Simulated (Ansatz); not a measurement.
An Ansatz (an electronic-structure program) run: PbTiO3 with a change (O → S); PBEsol/PAW in Ansatz, no spin-orbit coupling, earlier PAW set.

Input:

Ansatz 0.2 input:
```yaml
crystal:
  lattice:
    - [4.7039457716, 0, 0]
    - [0, 4.7039457716, 0]
    - [0, 0, 4.7039457716]
  atoms:
    - { symbol: Pb, position: [0, 0, 0] }
    - { symbol: Ti, position: [0.5, 0.5, 0.5] }
    - { symbol: S, position: [0, 0.5, 0.5] }
    - { symbol: S, position: [0.5, 0.5, 0] }
    - { symbol: S, position: [0.5, 0, 0.5] }
basis: { ecutwfc: 420, ecutrho_ratio: 4, xc_grid: 2, fft_grid_basis: typed }
kpoints: { mp_grid: { grid: [10, 10, 10] } }
hamiltonian:
  xc: pbesol
  dispersion: none
  pseudopotentials: { azcp: { folder: ./paw }, kind: paw }
scf: { occupations: { method: fermi_dirac, width: 0.05 }, convergence: { dr2_threshold: 0.0000000005 } }
output: { forces: true, stress: true }
checkpoint: { write: state.ck, write_every: 1000 }
```

Output (explanatory and most iteration lines left out):

```
Pseudopotential: Pb, paw, valence charge 14
Pseudopotential: Ti, paw, valence charge 12
Pseudopotential: S, paw, valence charge 6
Crystal: 5 atoms, lattice volume = 104.085 Å³
Basis set: ecut = 420 eV, 2007 PW (Γ), exchange–correlation on 64×64×64 points (8 copies of the dense FFT grid, shifted against one another)
Bands: 27, of which v1, the nominal top of the filled ones, is band 22 counted from 1 (21 counted from 0)
Symmetry: 48 space group operations
Space group: Pm-3m (ITA 221), of the structure as read, at distance tolerance 4.7e-5 Å
k-points: 56 of 1000
Functional: x = pbesol(κ = 0.804, μ = 0.12345679012345678), c = pbesol(β = 0.046)
SCF iter   1: F=—  HF=-16893.239873 eV  |F-HF|=—  |Δ(HF+E_count)|=         —  Δρ=9.61e-2  dr2=2.45e1  ethr=3.10e-3  ⟨swp⟩=8.2  Hψ=16976  notcnv=0  defer=19
SCF iter   2: F=—  HF=-16891.418203 eV  |F-HF|=—  |Δ(HF+E_count)|=    1.82e0  Δρ=5.51e-2  dr2=9.55e0  ethr=3.10e-3  ⟨swp⟩=3.0  Hψ=2823  notcnv=0  defer=107
SCF 1 converged in 10 iterations: F = -16889.815333 eV  dr2 = 2.38e-11
SCF converged after 10 iterations
Free energy (F): -16889.815333 eV
Internal energy: -16889.802174 eV  (E = F + TS)
E sigma→0 (E₀):  -16889.808753 eV
Entropy (-TS):   -0.013159 eV (-2.632 meV/atom)
Fermi energy:    8.931025 eV
--- Forces (eV/Å), atoms counted from 1 ---
  atom   1  Pb    -0.00000000    -0.00000000    -0.00000000
  atom   2  Ti     0.00000000    -0.00000000    -0.00000000
  atom   3  S      0.00000000     0.00000000    -0.00000000
  atom   4  S      0.00000000    -0.00000000     0.00000000
  atom   5  S     -0.00000000    -0.00000000     0.00000000
--- Stress (GPa, compression-positive) ---
        0.003361      -0.000000      -0.000000
        0.000000       0.003361       0.000000
        0.000000       0.000000       0.003361
  P = ⅓ Tr σ = 0.0034 GPa (0.034 kbar)
```

With Pb present, leaving out spin-orbit coupling can change the band edges. No phonon test of stability was made. The final runs are not spin-polarised. The cell was made from PbTiO3 by this change: O → S; the result is a hypothetical phase, not in the database extracts checked. Many cubic perovskites are stable only at high temperature; tilts and polar distortions were not tested. TiPbS3 has a high density of states at the Fermi level and may be magnetic at this level.
